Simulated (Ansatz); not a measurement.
Base system: Sb in the fcc (Cu type) structure (space group Fm-3m, No. 225; a = 4.7143 Å; relaxed with 0.1 eV smearing). Axes: x, y, z lie along the cube axes.

All numbers come from Ansatz (a program for electronic structure) PBEsol, no spin-orbit coupling.

For the base:

- Pressure = 0.0 GPa

Modification: biaxial strain +1.47 %, plane normal [001], relaxed out of plane (Cartesian); in-plane vectors clamped, the third vector and the atoms free.

### Question
What does the calculation give for the out-of-plane strain after the change?

### Answer
The out-of-plane strain amounts to -4.46 %.

### Question
Estimate the effect on the pressure.

### Answer
The pressure (mean of the normal stresses, compression positive) goes from zero to 1.1 GPa.

Whether these cells are dynamically stable was not tested. Under biaxial strain +1.47 %, plane normal [001], relaxed out of plane the cell ends below the base's energy or with stress of the wrong sign: the atoms slid into a distortion or the cell is elastically unstable, so the base is not a stable minimum at this level. This is not the structure that Sb has at room temperature and ambient pressure.
